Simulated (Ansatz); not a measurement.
Ansatz (an electronic-structure program) run on CoGe (R3, 8 atoms in the cell): self-consistent single point.

Level of theory: PBEsol, default PAW files made with PBE (plane waves; Ansatz).

```
CELL_PARAMETERS angstrom
      4.59321     0.00000     0.00000
      0.00000     4.59321     0.00000
      0.00000     0.00000     4.59321
ATOMIC_POSITIONS crystal
  Co 0.14311 0.14311 0.14311
  Co 0.36317 0.86317 0.63683
  Co 0.63683 0.36317 0.86317
  Co 0.86317 0.63683 0.36317
  Ge 0.83981 0.83981 0.83981
  Ge 0.66019 0.16019 0.33981
  Ge 0.33981 0.66019 0.16019
  Ge 0.16019 0.33981 0.66019
```

Reference input (self-consistent single point, DFT, PBEsol, plane waves, default PAW files made with PBE): basis.ecutwfc = 30.9 Ry; kpoints.mp_grid.grid = 6 6 6; hamiltonian.xc = pbesol; hamiltonian.pseudopotentials = {kind: paw} (the program's default PAW files); scf.occupations.method = fermi_dirac; scf.occupations.width = 0.0073 Ry. This run's input differs from it in these lines:

Ansatz 0.2 input:
```diff
@@ -17,3 +17,3 @@
 kpoints:
-  mp_grid: { grid: [6, 6, 6] }
+  mp_grid: { grid: [10, 10, 10] }
 hamiltonian:
@@ -22,3 +22,3 @@
 scf:
-  occupations: { method: fermi_dirac, width: 0.0073 Ry }
+  occupations: { method: methfessel_paxton, width: 0.022 Ry }
 output:
```

Output (repeated stretches shortened):

```
SCF iter   1: F=—  HF=-37388.323392 eV  |F-HF|=—  |Δ(HF+E_count)|=         —  Δρ=2.20e-2  dr2=2.55e-1  ethr=1.77e-3  ⟨swp⟩=5.1  Hψ=39511  notcnv=0
all-band conjugate gradients solve this SCF's bands
preconditioner: auto → Kerker (q_TF=auto, 2.843 Å⁻¹)
SCF iter   2: F=—  HF=-37388.289122 eV  |F-HF|=—  |Δ(HF+E_count)|=   3.43e-2  S|Δr|=    0.00e0  Δρ=7.17e-3  dr2=3.11e-2  ethr=2.06e-4  ⟨swp⟩=1.1  Hψ=14982  notcnv=0
   [... lines left out ...]
SCF iter   6: F=—  HF=-37388.285370 eV  |F-HF|=—  |Δ(HF+E_count)|=   1.80e-4  S|Δr|=    0.00e0  Δρ=4.78e-5  dr2=1.25e-6  ethr=1.11e-8  ⟨swp⟩=2.0  Hψ=23099  notcnv=0
SCF iter   7: F=—  HF=-37388.285370 eV  |F-HF|=—  |Δ(HF+E_count)|=   2.90e-7  S|Δr|=    0.00e0  Δρ=1.27e-5  dr2=1.46e-7  ethr=1.01e-9  ⟨swp⟩=2.1  Hψ=18207  notcnv=0
SCF iter   8: F=-37388.285370 eV  HF=-37388.285370 eV  |F-HF|=1.60e-8  |Δ(HF+E_count)|=   2.10e-8  S|Δr|=    0.00e0  Δρ=4.12e-6  dr2=1.70e-8  ethr=8.06e-11  ⟨swp⟩=8.5  Hψ=46775  notcnv=0
SCF 1 converged in 8 iterations: F = -37388.285370 eV  dr2 = 1.70e-8
Stability not checked (fill_not_monotonic)
Free energy (F): -37388.285370 eV
Internal energy: -37388.333560 eV  (E = F + TS)
E sigma→0 (E₀):  -37388.297418 eV
Entropy (-TS):   0.048190 eV (6.024 meV/atom)
Fermi energy:    17.503971 eV
--- Forces (eV/Å), atoms counted from 1 ---
  atom   1  Co    -0.22180946    -0.22180946    -0.22180946
  atom   2  Co    -0.01618471    -0.00924818     0.06243845
  atom   3  Co     0.06243845    -0.01618471    -0.00924818
  atom   4  Co    -0.00924818     0.06243845    -0.01618471
   [... lines left out ...]
  atom   8  Ge     0.03139201    -0.02047182     0.08063705
--- Stress (GPa, compression-positive) ---
       -3.281253      -0.067644      -0.067644
       -0.067644      -3.281253      -0.067644
       -0.067644      -0.067644      -3.281253
  P = ⅓ Tr σ = -3.2813 GPa (-32.813 kbar)
  The stress holds the Pulay correction. Without it, at fixed plane waves, as pw.x and ABINIT print it: P = -3.3782 GPa
```

The run converged in 8 iterations. Against the reference run the free energy goes up by 8.3 meV/atom, the pressure goes from -3.01 to -3.28 GPa and the largest force hardly changes (0.386 to 0.384 eV/Å).

The starting cell comes from a database of computed structures (which also holds hypothetical and non-ambient phases and stackings), without a prior relaxation at this level. Its lattice was rescaled by up to half a per cent. One atom was moved a little off its site on purpose. Spin polarisation is off. With a pressure of about -3 GPa the cell is away from its equilibrium volume at this level. Ansatz's pressure includes its estimate of the finite-basis (Pulay) stress.

Cost on one core of a shared machine: roughly 2 min.
